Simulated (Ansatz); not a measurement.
## Response to strain in Mo

Consider Mo in the bcc (W type) structure (space group Im-3m, No. 229; a = 3.1115 Å; relaxed with 0.1 eV smearing). Axes: x, y, z lie along the cube axes.

Strains are applied to the cell and any free atomic positions relax; under biaxial strain the out-of-plane vector relaxes too.

Level of theory: Ansatz (an electronic-structure program), LDA, PAW, cutoff 420 eV, without spin-orbit coupling.

Notes on the quantities. energy relative to the base: free energy F; in-plane stress: mean in-plane stress (compression positive).

| change | energy relative to the base | in-plane stress | volume per atom |
|---|---|---|---|
| base | 0 meV/atom | – | 15.06 Å³ |
| biaxial strain −3.00 %, plane normal [001], relaxed out of plane | +50 meV/atom | +18.3 GPa | 14.51 Å³ |
| biaxial strain −2.00 %, plane normal [001], relaxed out of plane | +22 meV/atom | +12.0 GPa | 14.68 Å³ |
| biaxial strain −1.00 %, plane normal [001], relaxed out of plane | +5.4 meV/atom | +5.9 GPa | 14.87 Å³ |
| biaxial strain +0.50 %, plane normal [001], relaxed out of plane | +1.3 meV/atom | -2.8 GPa | 15.16 Å³ |
| biaxial strain +1.00 %, plane normal [001], relaxed out of plane | +5.2 meV/atom | -5.5 GPa | 15.26 Å³ |
| biaxial strain +1.50 %, plane normal [001], relaxed out of plane | +12 meV/atom | -8.1 GPa | 15.36 Å³ |
| biaxial strain +2.00 %, plane normal [001], relaxed out of plane | +20 meV/atom | -10.5 GPa | 15.46 Å³ |
| biaxial strain +2.50 %, plane normal [001], relaxed out of plane | +32 meV/atom | -12.9 GPa | 15.56 Å³ |
| biaxial strain +3.00 %, plane normal [001], relaxed out of plane | +45 meV/atom | -15.2 GPa | 15.66 Å³ |

Whether these cells are dynamically stable was not tested. The final runs are not spin-polarised.
